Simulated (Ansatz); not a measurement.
Br on the 1x1 (100) surface of monoclinic HfO2 (cut with top plane 2 O), one in a 1x1 cell, energies for each (27.9 Å²). Energies are against ½ Br2(g), without zero-point or thermal terms; each row is named by its start.

Host crystal: monoclinic HfO2, with a band gap (PBE, scalar-relativistic without spin-orbit coupling).

All values below come from PBE (plane waves to 420 eV, PAW; Ansatz, an electronic-structure program).

Slab: 25 atoms, 9.3 Å thick at the start under the adsorbate (thin: gaps and levels are the slab's own); k 4x4x1, smearing 0.01 eV, dipole-corrected; 12 atoms held, the rest relaxed; each run with such symmetry as its start has; spin-polarised, no spin-orbit, no U, no dispersion correction.

A negative adsorption energy means that the adsorbate is more stable on the surface than in its reference. Starts that drift may end in the same place. Heights count from the host atoms within 0.3 Å of the top one.

```csv
starting site,E_ads (eV),height (Å),nearest host atom (Å),bonded to,change of the vacuum step (eV),lateral drift (Å),moment (μB)
top O,0.04,1.18,O 2.46,Hf,-0.01,2.3,1.0
over Hf at depth 1.0 Å,0.04,1.18,O 2.46,Hf,0.01,1.8,1.0
hollow O-O-O,0.04,1.18,O 2.46,Hf,0.00,1.7,1.0
hollow O-O-O over O at depth 6.8 Å,0.04,1.18,O 2.46,Hf,-0.01,0.5,1.0
bridge O-O (span 5.2 Å),0.04,1.18,O 2.47,Hf,-0.01,0.9,1.0
bridge O-O (span 5.3 Å),0.04,1.18,O 2.46,Hf,-0.01,0.5,1.0
```
